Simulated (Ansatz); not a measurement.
A calculation on TiSeS (P3m1, No. 156, 3 atoms in the cell; start mp-1216698) returned lattice constant a 3.492 Å, lattice parameter c 6.170 Å, cohesive energy 4.79 eV/atom.

Q: Which level of theory produced these numbers?
A. r²SCAN+rVV10 (Ansatz, a program for electronic structure)
B. r²SCAN (Ansatz)
C. PBEsol (Ansatz)
D. LDA (Ansatz)

A: B, r²SCAN (Ansatz)

The others give: LDA 3.371 Å, 5.683 Å, 5.90 eV/atom; r²SCAN+rVV10 3.475 Å, 5.935 Å, 4.98 eV/atom; PBEsol 3.406 Å, 5.879 Å, 5.33 eV/atom.

Unless a cell is named, each level is at its own relaxed cell (LDA 18.64, PBEsol 19.69, r²SCAN 21.72, r²SCAN+rVV10 20.69 Å³/atom).

Caveats: the relaxation could not lower the start's symmetry, so the cell can be a saddle point above a distorted one (LDA, r²SCAN+rVV10, PBEsol, r²SCAN). Ansatz's density-functional and Hartree–Fock values are scalar-relativistic unless marked +SOC, with PAW data made under PBE.

A start named mp-… is a Materials Project structure, which need not be a measured phase.
